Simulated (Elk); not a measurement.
**A self-consistent single point of TiGa₅Co (P4/mmm, 7 atoms in the cell) with Elk**

Method: Elk with LDA (PW92), all-electron FP-LAPW, Elk's shipped species files, APW+lo basis with extra local orbitals.

The input file:

```
tasks
  0

xctype
  3

tforce
  .true.

rgkmax
  8.0

gmaxvr
  18.0

lmaxapw
  10

lmaxo
  8

nxlo
  2

lorbcnd
  .true.

lradstp
  2

nrmtscf
  2.0

lmaxi
  4

stype
  0

swidth
  0.00367493

avec
    7.6128750766    0.0000000000    0.0000000000
    0.0000000000    7.6128750766    0.0000000000
    0.0000000000    0.0000000000   12.1732566469

atoms
  3   : nspecies
  'Ti.in'   : spfname
  1   : natoms; atposl, bfcmt below
  0.0000000000  0.0000000000  0.0000000000    0.0 0.0 0.0
  'Ga.in'   : spfname
  5   : natoms; atposl, bfcmt below
  0.0000000000  0.5000000000  0.2980200000    0.0 0.0 0.0
  0.0000000000  0.5000000000  0.7019800000    0.0 0.0 0.0
  0.5000000000  0.0000000000  0.2980200000    0.0 0.0 0.0
  0.5000000000  0.0000000000  0.7019800000    0.0 0.0 0.0
  0.5000000000  0.5000000000  0.0000000000    0.0 0.0 0.0
  'Co.in'   : spfname
  1   : natoms; atposl, bfcmt below
  0.0000000000  0.0000000000  0.5000000000    0.0 0.0 0.0

ngridk
  5 5 3
```

Log, with long lists cut:

```
│ Elk code version 10.2.4 │

All units are atomic (Hartree, Bohr, etc.)

│ Ground-state run starting from atomic densities │

Lattice vectors :
   7.612875077       0.000000000       0.000000000
   0.000000000       7.612875077       0.000000000
   0.000000000       0.000000000       12.17325665

Unit cell volume      :    705.5116424
Brillouin zone volume :   0.3515891143

Muffin-tin inner radius fraction :   0.1000000000E-01

Nuclei treated as point charges

Species :    1 (Ti)
 parameters loaded from : Ti.in
 name : titanium
 nuclear charge    :   -22.00000000
 electronic charge :    22.00000000
 atomic mass :    87256.20310
 muffin-tin radius :    2.400000000
 number of radial points in muffin-tin :    999
 atomic positions (lattice), magnetic fields (Cartesian) :
   1 :   0.00000000  0.00000000  0.00000000    0.00000000  0.00000000  0.00000000

Species :    2 (Ga)
 parameters loaded from : Ga.in
 name : gallium
 nuclear charge    :   -31.00000000
 electronic charge :    31.00000000
 atomic mass :    127097.2538
 muffin-tin radius :    2.240747108
 number of radial points in muffin-tin :    999
 atomic positions (lattice), magnetic fields (Cartesian) :
   1 :   0.00000000  0.50000000  0.29802000    0.00000000  0.00000000  0.00000000
   2 :   0.00000000  0.50000000 -0.29802000    0.00000000  0.00000000  0.00000000
   3 :   0.50000000  0.00000000  0.29802000    0.00000000  0.00000000  0.00000000
   4 :   0.50000000  0.00000000 -0.29802000    0.00000000  0.00000000  0.00000000
   5 :   0.50000000  0.50000000  0.00000000    0.00000000  0.00000000  0.00000000

Species :    3 (Co)
 parameters loaded from : Co.in
 name : cobalt
 nuclear charge    :   -27.00000000
 electronic charge :    27.00000000
 atomic mass :    107428.6517
 muffin-tin radius :    2.240747108
 number of radial points in muffin-tin :    999
 atomic positions (lattice), magnetic fields (Cartesian) :
   [... lines left out ...]
 potential will be trimmed for |G| > 2 gkmax
Constant for pseudocharge density :   11
Radial integration step length :    2

G-vector grid sizes :     45    45    70
Number of G-vectors :    69341

Maximum angular momentum used for
 APW functions                      :   10
 outer part of muffin-tin           :    8
 inner part of muffin-tin           :    4

Total nuclear charge    :   -204.0000000
Total core charge       :    112.0000000
Total valence charge    :    92.00000000
Total excess charge     :    0.000000000
Total electronic charge :    204.0000000

Effective Wigner radius, rₛ :   0.9381273613

Number of empty states         :   28
Total number of valence states :   74
Total number of core states    :  112

Conduction state local-orbitals added automatically
Total number of local-orbitals :  779

Exchange-correlation functional :      3     0     0
 Perdew-Wang/Ceperley-Alder, Phys. Rev. B 45, 13244 (1992)
 gradient requirement :    0
 local density approximation (LDA)

Smearing type :    0
 Gaussian
Smearing width :   0.3674930000E-02
Effective electronic temperature (K) :    1160.451112

Mixing type :    3
 Broyden mixing, J. Phys. A: Math. Gen. 17, L317 (1984)

Kohn-Sham potential initialised from atomic data
│ Self-consistent loop started │
│ Loop number : 1 │
 total energy                :     -11975.2647503
│ Loop number : 2 │
 total energy                :     -11973.6129985
RMS change in Kohn-Sham potential (target) :   0.3657280863     (  0.1000000000E-05)
Absolute change in total energy (target)   :    1.651751798     (  0.1000000000E-03)
│ Loop number : 3 │
 total energy                :     -11969.6734395
RMS change in Kohn-Sham potential (target) :   0.2638344237     (  0.1000000000E-05)
Absolute change in total energy (target)   :    4.352496949     (  0.1000000000E-03)
│ Loop number : 4 │
 total energy                :     -11956.8055895
RMS change in Kohn-Sham potential (target) :   0.4306405895E-01 (  0.1000000000E-05)
Absolute change in total energy (target)   :    13.95597415     (  0.1000000000E-03)
│ Loop number : 5 │
 total energy                :     -11959.0002180
RMS change in Kohn-Sham potential (target) :   0.3646850697E-01 (  0.1000000000E-05)
Absolute change in total energy (target)   :    1.294365113     (  0.1000000000E-03)
   [... lines left out ...]
Absolute change in total energy (target)   :   0.7736993000E-02 (  0.1000000000E-03)
│ Loop number : 15 │
 total energy                :     -11949.9230541
RMS change in Kohn-Sham potential (target) :   0.1494395908E-04 (  0.1000000000E-05)
Absolute change in total energy (target)   :   0.2779470815E-02 (  0.1000000000E-03)
│ Loop number : 16 │
 total energy                :     -11949.9227936
RMS change in Kohn-Sham potential (target) :   0.5028557343E-05 (  0.1000000000E-05)
Absolute change in total energy (target)   :   0.9554187382E-03 (  0.1000000000E-03)
│ Loop number : 17 │
 total energy                :     -11949.9227208
RMS change in Kohn-Sham potential (target) :   0.1373980226E-05 (  0.1000000000E-05)
Absolute change in total energy (target)   :   0.3116818589E-03 (  0.1000000000E-03)
│ Loop number : 18 │
 total energy                :     -11949.9228509
RMS change in Kohn-Sham potential (target) :   0.3258777522E-06 (  0.1000000000E-05)
Absolute change in total energy (target)   :   0.5216940372E-04 (  0.1000000000E-03)
Convergence targets achieved

│ Loop number : 19 │

Energies :
 Fermi                       :     0.314018438316
 sum of eigenvalues          :     -6853.43519222
 electron kinetic            :      12165.6773570
 core electron kinetic       :      11287.2232267
 Coulomb                     :     -23653.4184865
 Coulomb potential           :     -18407.1034980
 nuclear-nuclear             :     -1482.23383644
 electron-nuclear            :     -25935.2658022
 Hartree                     :      3764.08115210
 Madelung                    :     -14449.8667375
 xc potential                :     -612.009051278
 exchange                    :     -444.148282642
 correlation                 :     -18.0334626729
 total energy                :     -11949.9228748

Density of states at Fermi energy :    159.1396743
 (states/Hartree/unit cell)

Estimated indirect band gap :   0.1723875039E-02
 from k-point      2 to k-point      2
Estimated direct band gap   :   0.1723875039E-02
 at k-point      2

Charges :
 core                        :    112.0000000
 valence                     :    92.00000000
 interstitial                :    10.26987474
 muffin-tins (core leakage)
  species :    1 (Ti)
   atom    1                 :    20.37580507     (  0.6335447722E-09)
  species :    2 (Ga)
   atom    1                 :    29.45123042     (  0.1796942320E-02)
   atom    2                 :    29.45123042     (  0.1796942320E-02)
   atom    3                 :    29.45123042     (  0.1796942320E-02)
   atom    4                 :    29.45123042     (  0.1796942320E-02)
   atom    5                 :    29.41491194     (  0.1787414540E-02)
  species :    3 (Co)
   atom    1                 :    26.13448655     (  0.1178985044E-02)
 total in muffin-tins        :    193.7301253
 total calculated charge     :    203.9894809
 total charge                :    204.0000000
 error                       :   0.1051910801E-01

│ Self-consistent loop stopped │

Forces :
 species :    1 (Ti)
  atom :    1
   Hellmann-Feynman          :    -0.00000000    0.00000000    0.00000000
   IBS                       :     0.00000000    0.00000000    0.00000000
   [... lines left out ...]
  atom :    2
   Hellmann-Feynman          :     0.00000000   -0.00000000   -0.10419366
   IBS                       :    -0.00000000    0.00000000    0.10723285
   total force               :     0.00000000    0.00000000    0.00303919
   total magnitude           :     0.00303919
  atom :    3
   Hellmann-Feynman          :    -0.00000000    0.00000000    0.10419366
   IBS                       :     0.00000000   -0.00000000   -0.10723285
   total force               :     0.00000000    0.00000000   -0.00303919
   total magnitude           :     0.00303919
  atom :    4
   Hellmann-Feynman          :    -0.00000000    0.00000000   -0.10419366
   IBS                       :     0.00000000    0.00000000    0.10723285
   total force               :     0.00000000    0.00000000    0.00303919
   total magnitude           :     0.00303919
  atom :    5
   Hellmann-Feynman          :    -0.00000000    0.00000000    0.00000000
   IBS                       :     0.00000000    0.00000000    0.00000000
   total force               :     0.00000000    0.00000000    0.00000000
   total magnitude           :     0.00000000
 species :    3 (Co)
  atom :    1
   Hellmann-Feynman          :     0.00000000    0.00000000    0.00000000
   IBS                       :    -0.00000000    0.00000000    0.00000000
   total force               :     0.00000000    0.00000000    0.00000000
   total magnitude           :     0.00000000
```

The run converged in 19 iterations. The count includes the last loop, which Elk runs after its targets are met.

The starting cell comes from a database of computed structures (which also holds hypothetical and non-ambient phases and stackings), without a prior relaxation at this level. Spin polarisation is off. Values depend on the basis (sphere radii, cutoffs, local orbitals), which need not be converged. The log's line on a gap gives a spacing of levels on this mesh, which the program prints for metals too.

Cost on one core of a shared machine: roughly 3 min.
